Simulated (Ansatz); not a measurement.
The reference is ZrSe₂ in the fluorite structure (space group Fm-3m, No. 225; a = 6.507 Å; a hypothetical phase, not in the database extracts checked; relaxed with 0.1 eV smearing). Axes: x, y, z lie along the cube axes.

Calculations: PBEsol, PAW, 420 eV (Ansatz, a program for electronic structure; scalar-relativistic without spin-orbit coupling).

Before the change:

Shortest interatomic distance: 2.818 Å

Now apply this change: strain tensor (xx, yy, zz, yz, xz, xy) = (−0.50, +0.97, +0.43, +0.50, +0.12, +0.02) %; the atoms relax in the strained cell.

Task: What happens to the stress and shortest interatomic distance?

Result: The stress (xx, yy, zz, yz, xz, xy; compression positive) amounts to (0.0, -1.5, -1.0, 0.1, 0.0, 0.0) GPa; the shortest interatomic distance grows by 0.0040 Å to 2.821 Å.

Stability against distortions was not tested. The final runs are not spin-polarised.
